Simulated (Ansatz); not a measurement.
Tunnelling through a barrier is set by its complex band structure: the current falls as exp(−2κd) with the smallest κ.

Data:

```yaml
crystal:
  lattice:
    - [3.15313, 0.00000, 0.00000]
    - [1.57656, 6.06568, 0.05916]
    - [1.57656, 0.38340, 2.70364]
  atoms:
    - { symbol: Mo, position: [0.99976, 0.00073, 0.99976] }
    - { symbol: S, position: [0.42003, 0.73990, 0.42003] }
    - { symbol: S, position: [0.24623, 0.26131, 0.24623] }
```

The cell was relaxed by PBE-D3(BJ); by r2SCAN it stands under a pressure of 3.1 GPa.

Transport runs along the normal of the first two printed cell vectors, the (101) plane of the conventional cell.

The gap is the functional's own, uncorrected, and κ follows it; spin-orbit coupling is left out. Mid-gap means the computed energy nearest the middle.

State the band gap and the smallest decay constant κ at mid-gap according to r2SCAN in Ansatz (a first-principles code).

Gap 0.89 eV on a 12×12×12 mesh; κ = 0.203 1/Å, at (-0.300, 0.333) of the in-plane reciprocal vectors. At the zone centre the slowest state has κ = 0.29 1/Å.
